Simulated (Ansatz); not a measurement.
## What biaxial strain +3.68 %, plane normal [001], relaxed out of plane does to hypothetical P6_3/mmc SnSe2

The reference is SnSe$_{2}$ in the 2H-MoS2 type structure (space group P6_3/mmc, No. 194; a = 3.796 Å, c = 12.025 Å; a hypothetical phase, not in the database extracts checked; layered, stacked along the Cartesian z axis). Axes: x lies along a and z along c of the hexagonal cell.

Perturbation: biaxial strain +3.68 %, plane normal [001], relaxed out of plane (Cartesian); in-plane vectors clamped, the third vector and the atoms free.

The values are results of r2SCAN+rVV10 (Ansatz, a program for electronic structure; PAW; 500 eV plane waves; no spin-orbit coupling), not measurements. k-mesh 14×14×4 (Γ-centred); smearing 0.05 eV (Fermi–Dirac).

| quantity | base | changed | shift |
|---|---|---|---|
| volume per atom | 25.01 Å³ | 25.93 Å³ | +0.92 Å³ |
| space group | P6_3/mmc (No. 194) | P6_3/mmc (No. 194) | – |
| shortest interatomic distance | 2.779 Å | 2.837 Å | +0.058 Å |
| band gap | zero | zero | – |
| out-of-plane strain (rough) | – | -3.54 % | – |
| mean in-plane stress (compression positive) (rough) | – | -3.7 GPa | – |

Final structure (turned so that z lies along the plane normal):

```yaml
crystal:
  lattice:
    - [3.93527, 0.00000, 0.00000]
    - [1.96764, 3.40805, 0.00000]
    - [0.00000, 0.00000, 11.59949]
  atoms:
    - { symbol: Sn, position: [0.33333, 0.33333, 0.25000] }
    - { symbol: Sn, position: [0.66667, 0.66667, 0.75000] }
    - { symbol: Se, position: [0.33333, 0.33333, 0.60351] }
    - { symbol: Se, position: [0.66667, 0.66667, 0.10351] }
    - { symbol: Se, position: [0.66667, 0.66667, 0.39649] }
    - { symbol: Se, position: [0.33333, 0.33333, 0.89649] }
```

Cost of the whole job for the changed cell (relaxation, final SCF and bands): around 6 core-minutes (rough).

Without a gap, meshes like the base's 14×14×4 leave anisotropic stresses uncertain by several tenths of a GPa, and small strain energies with them. Whether these cells are dynamically stable was not tested. The final runs are not spin-polarised.
